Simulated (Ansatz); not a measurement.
Structures of equal composition on the (111)A surface of zinc-blende GaAs (Ga plane on top): 2x2 Al adatom at H3; 2x2 Al adatom at T4. The slabs share one bottom face, and each structure is named by its start. These are constructed structures in small cells; real faces may alloy, dewet or reconstruct in larger ones, and not all known structures of the face are among them. Slabs of about 14 Å, Fermi-Dirac smearing of 0.025 eV. Bottom of the slabs: H caps. Relaxed from the named starts with such symmetry as they have, on meshes of like density; energies extrapolated to zero smearing; spin only where a row says so; no spin-orbit coupling, no U. Brackets mark spin-polarised runs, whose order is one that fits the cell. Where a second, spin-polarised start was run, the lower counts.

Method: PBE (plane waves to 420 eV, PAW; Ansatz, a program for electronic structure).

Q: Order them by energy per 1x1 cell (lowest first) at the level PBE.

A: 2x2 Al adatom at T4 (0.000 eV, a narrow gap of 0.11 eV by band count), 2x2 Al adatom at H3 (0.025 eV, gap 0.26 eV on the mesh)
